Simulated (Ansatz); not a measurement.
System: rock-salt LaS. Method: PBE0 (Ansatz, a program for electronic structure, PAW).

Settings: plane-wave cutoff 460 eV, 8×8×8 k mesh, Fermi–Dirac smearing 0.05 eV, scalar-relativistic PAW data made under PBE.

Pressure at four volumes; x = ln(V/25.124 Å³). One pressure is withheld.

```tsv
V (Å³/atom)	x	P (GPa)
23.867	-0.0513	5.08
25.124	0.0000	0.04
25.752	0.0247	-2.00
26.380	0.0488	?
```

Task: Pass a parabola P(x) through the three rows shown, estimate the bulk modulus and its pressure derivative near zero pressure, and predict the withheld pressure.

Result: Slopes between the rows: (0.04 − (5.08))/(0.0000 − (-0.0513)) = -98.25 and (-2.00 − (0.04))/(0.0247 − (0.0000)) = -82.59 GPa. Their difference over the span 0.0760 is c = 15.66/0.0760 = 206.1 GPa, so P(x) = 5.08 + (-98.25)(x − (-0.0513)) + 206.1 (x − (-0.0513))(x − (0.0000)). At the middle row B = −dP/dx = −[-98.25 + 206.1 × 0.0513] = 87.7 GPa, and B′ = dB/dP = 2c/B = 4.7. At x = 0.0488 the parabola gives -3.75 GPa; the run gives -3.79 GPa. The Birch–Murnaghan fit to the energies at all volumes has B0 = 87.4 GPa and B′ = 4.4.

Note: the relaxation could not lower the start's symmetry, so the cell can be a saddle point above a distorted one.

Spin–orbit coupling is not included.
